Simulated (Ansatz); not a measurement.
Symmetric slabs, relaxed from ideal cuts in 1x1 cells, of elemental solids: work function (eV) by functional, in Ansatz (plane waves, PAW). All structures are PBE's; the other columns are single points with references at the same level. No spin-orbit coupling, Hubbard U or dispersion.

```tsv
system	PBE	LDA	PBEsol	RPBE	r2SCAN
hcp Co, ferromagnetic (10-12), ideal cut with outer spacing 0.49 Å	4.49	4.84	4.58	4.31	–
hcp Ru (10-12), ideal cut with outer spacing 1.06 Å	4.58	4.93	4.69	4.42	4.58
fcc Pt (100), ideal cut with outer spacing 1.98 Å	5.66	6.04	5.78	5.49	5.73
bcc W (332), ideal cut with outer spacing 0.68 Å	4.17	4.45	[?]	4.04	4.21
bcc Mo (320), ideal cut with outer spacing 0.44 Å	4.28	4.58	4.38	4.13	4.29
alpha gallium (110), ideal cut with outer spacing 0.74 Å	4.02	[?]	4.10	3.90	4.13
alpha gallium (100), ideal cut with outer spacing 2.29 Å	4.25	4.52	4.34	[?]	4.42
hcp Be (11-21), ideal cut with outer spacing 0.54 Å	4.54	4.71	4.59	4.45	4.55
fcc Cu (110), ideal cut with outer spacing 1.28 Å	4.35	4.71	[?]	4.18	4.34
bcc W (310), ideal cut with outer spacing 1.01 Å	4.05	[?]	4.15	3.91	4.05
hcp Ru (11-20), ideal cut with outer spacing 1.36 Å	4.43	4.78	[?]	4.26	4.41
fcc Ca (110), ideal cut with outer spacing 1.96 Å	2.82	2.94	2.85	2.75	2.86
```

Q: Fill in the missing entries.

A: 
- bcc W (332), ideal cut with outer spacing 0.68 Å, PBEsol: 4.27
- alpha gallium (110), ideal cut with outer spacing 0.74 Å, LDA: 4.29
- alpha gallium (100), ideal cut with outer spacing 2.29 Å, RPBE: 4.14
- fcc Cu (110), ideal cut with outer spacing 1.28 Å, PBEsol: 4.46
- bcc W (310), ideal cut with outer spacing 1.01 Å, LDA: 4.35
- hcp Ru (11-20), ideal cut with outer spacing 1.36 Å, PBEsol: 4.53

The rows are a random draw from the class, without slabs that broke up, higher cuts of a face and adsorbates that left their site. Mean shift from PBE over these rows: LDA 0.29 eV (from 0.12 to 0.38, 12 rows); PBEsol 0.09 eV (from 0.03 to 0.12, 12 rows); RPBE -0.14 eV (from -0.18 to -0.07, 12 rows); r2SCAN 0.04 eV (from -0.01 to 0.17, 11 rows).

Ansatz is a program for electronic structure.
